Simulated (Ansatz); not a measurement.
## A computed series for AlN: response to strain

The parent structure is AlN in the zinc blende structure (space group F-43m, No. 216; a = 4.3698 Å).

Strains are applied to the cell and any free atomic positions relax.

Computed with r2SCAN (Ansatz, a quantum-chemistry and plane-wave program, PAW, no spin-orbit coupling).

Notes on the quantities. energy relative to the base: free energy F.

| isotropic strain (%) | energy relative to the base (meV/atom) |
|---|---|
| -3 | 60.5 |
| -2.5 | ? |
| -2 | 26.1 |
| -1.5 | 14.5 |
| -1 | 6.4 |
| -0.5 | 1.6 |
| 0 | 0.0 |

Question: Fit ΔE = Aε² + Bε³ (ε in %) to the rows shown and predict the withheld row.

Answer: Least squares on the printed values gives A = 6.16 and B = -0.19 meV/atom (largest residual 0.1 meV/atom); this predicts 41.4 meV/atom, and the run gives 41.4 meV/atom, in agreement.

Stability against distortions was not tested. This is not the structure that AlN has at room temperature and ambient pressure.
